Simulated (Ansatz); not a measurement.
Consider TiO$_{2}$ in the rutile structure (space group P4_2/mnm, No. 136).

```yaml
crystal:
  lattice:
    - [4.59117, 0.00000, 0.00000]
    - [0.00000, 4.59117, 0.00000]
    - [0.00000, 0.00000, 2.93906]
  atoms:
    - { symbol: Ti, position: [0.00000, 0.00000, 0.00000] }
    - { symbol: Ti, position: [0.50000, 0.50000, 0.50000] }
    - { symbol: O, position: [0.30444, 0.30444, 0.00000] }
    - { symbol: O, position: [0.80444, 0.19556, 0.50000] }
    - { symbol: O, position: [0.19556, 0.80444, 0.50000] }
    - { symbol: O, position: [0.69556, 0.69556, 0.00000] }
```

Levels (all Ansatz, a first-principles code, PAW): PBEsol (420 eV, without spin-orbit coupling); r2SCAN (500 eV, no SOC).

The geometry is relaxed with PBEsol.

- PBEsol pressure: 0.00 GPa
- PBEsol gap character: direct at Γ
- PBEsol band gap: 1.87 eV

With r2SCAN at the same geometry, the pressure goes from zero to 2.00 GPa; the gap character is still direct at Γ; the band gap goes up by 0.37 eV to 2.24 eV.

Single points use the geometry relaxed with PBEsol. Their cutoffs differ, which shifts pressures a little. Whether these cells are dynamically stable was not tested. All final runs are without spin polarisation.
